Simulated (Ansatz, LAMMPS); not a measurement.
# Si well of 21 atomic layers along [001] in random Si0.7Ge0.3, interfaces sharp

Cell 16.67 × 16.67 × 65.86 Å, Si722Ge142, 864 atoms. Prepared with Tersoff's 1989 multicomponent potential (SiCGe.tersoff) run with LAMMPS: minimisation. 

These are PBE, support functions at accuracy medium on the grid of 370 eV (norm-conserving potentials; Ansatz, a quantum-chemistry and plane-wave program) values and carry that method's errors.

Basis: localised support functions (accuracy medium) on a full density matrix. k-points: zone centre alone; occupations: Fermi-Dirac, 0.010 eV; spin polarisation not allowed. Spin-orbit coupling is left out.

```
Quantity                                                                                            Value
----------------------------------------------  ---------------------------------------------------------
Kohn-Sham gap of the cell on its k-mesh                                                           0.36 eV
weight of the highest filled level on the well                                                       0.33
weight of the lowest empty level on the well                                                         0.97
coordination (neighbours within 2.861 Å)                                                   100.0 % 4-fold
Ge-Ge bonds, mean ± spread                                                                2.471 ± 0.008 Å
Ge-Si bonds, mean ± spread                                                                2.424 ± 0.007 Å
Si-Si bonds, mean ± spread                                                                2.383 ± 0.006 Å
bond angles, mean ± spread                                                                  109.5° ± 1.1°
pressure                                                                                        -1.04 GPa
cost of the final run                           around 90 core-minutes (rough), 17 SCF iterations, 17 GiB
```
